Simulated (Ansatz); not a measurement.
C (P6_3/mmc), PBE, rigid bands (Ansatz, a program for electronic structure): Condition of this run: uniaxial stress along c of 22 GPa (compression positive) (the target of the relaxation). band gap 3.27 eV, N_c = 1.22e19 cm⁻³ and N_v = 1.92e19 cm⁻³ at 300 K, conductivity masses along z (a = (2.50, 0.00, 0.00) Å; b = (-1.25, 2.16, 0.00) Å; c = (0.00, 0.00, 4.10) Å) of 0.270 mₑ (electrons) and 0.646 mₑ (holes). Take k_BT = 0.02585 eV.

Q: What built-in voltage has an abrupt junction with N_A = 1e17 and N_D = 1e18 cm⁻³, all dopants ionised?

A: V_bi = E_g/e − (k_BT/e) ln(N_c N_v/(N_A N_D)) = 3.27 − 0.02585 × 7.76 = 3.07 V. It follows the computed gap one for one.

Q: A film of it is 8 nm thick, with its normal along the direction named. Estimate the confinement energies in an infinite well.

A: ħ²π²/(2m t²) = 0.376 eV·nm²/(m/mₑ × t²) gives 21.8 meV for electrons and 9.10 meV for holes, so the gap would widen to about 3.30 eV. Finite barriers and nonparabolic bands lower this, and with several valleys or bands the heaviest mass along the normal sets the lowest level, not this average.

Q: Find the intrinsic carrier density and the intrinsic Fermi level.

A: n_i = √(N_c N_v) exp(−E_g/2k_BT) = 1.53e19 × exp(−63.24) = 5.2e-9 cm⁻³. The level lies (k_BT/2) ln(N_v/N_c) = 6 meV from mid-gap (positive towards the conduction band). Each 0.1 eV added to the gap lowers n_i by a factor of 6.9.

Rigid, parabolic bands with the computed gap; masses take one relaxation time for all states. Spin-orbit coupling is left out. Geometry: cell and atoms relaxed with PBEsol.
